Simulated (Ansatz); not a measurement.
Given:

```yaml
crystal:
  lattice:
    - [0.00000, 3.40128, 3.40128]
    - [3.40128, 0.00000, 3.40128]
    - [3.40128, 3.40128, 0.00000]
  atoms:
    - { symbol: Ba, position: [0.00000, 0.00000, 0.00000] }
    - { symbol: Te, position: [0.50000, 0.50000, 0.50000] }
```

No spin polarisation.

Method: PBEsol (Ansatz, a quantum-chemistry and plane-wave program; PAW; 420 eV plane waves; scalar-relativistic without spin-orbit coupling). Γ-centred 8×8×8 mesh, Fermi–Dirac width 0.05 eV.

Predict the space group, gap character and smallest direct gap.


* **Space group**: Fm-3m (No. 225)
* **Gap character**: indirect, Γ → X
* **Smallest direct gap**: 1.66 eV

With Te present, leaving out spin-orbit coupling can change the band edges. The cells carry an imposed strain or load. Stability against distortions was not tested. The cell was made from BaTe in the rock salt structure (space group Fm-3m, No. 225) by this change: isotropic strain −2.00 %.
